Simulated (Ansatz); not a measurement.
The parent structure is GaN in the zinc blende structure (space group F-43m, No. 216; a = 4.549 Å).

Computed with PBE (Ansatz, a program for electronic structure), scalar-relativistic without spin-orbit coupling.

Before the change:

* **Electron mass**: 0.14 mₑ (at Γ)
* **Gap character**: direct at Γ
* **Band gap**: 1.54 eV
* **Hole mass**: 0.14, 0.90, 0.90 mₑ (at Γ)
* **Width of the top valence band**: 3.50 eV

It is then changed as follows: an isotropic linear strain of −0.50 %, atoms relaxed at fixed cell.

Task: What does the calculation give for the electron mass, gap character, band gap, hole mass and width of the top valence band after the change?

Result: The electron mass becomes 0.15 mₑ (at Γ) (base: 0.14 mₑ (at Γ)); the gap character remains direct at Γ; the band gap rises by 0.10 eV, from 1.54 eV to 1.64 eV; the hole mass (degenerate bands, along [100]) becomes 0.15, 0.89, 0.89 mₑ (at Γ) (base: 0.14, 0.90, 0.90 mₑ (at Γ)); the width of the top valence band goes up by 0.071 eV, from 3.50 eV to 3.58 eV.

Masses are band curvatures over ±0.01 Å⁻¹ around the edge. Whether these cells are dynamically stable was not tested. This is not the structure that GaN has at room temperature and ambient pressure.
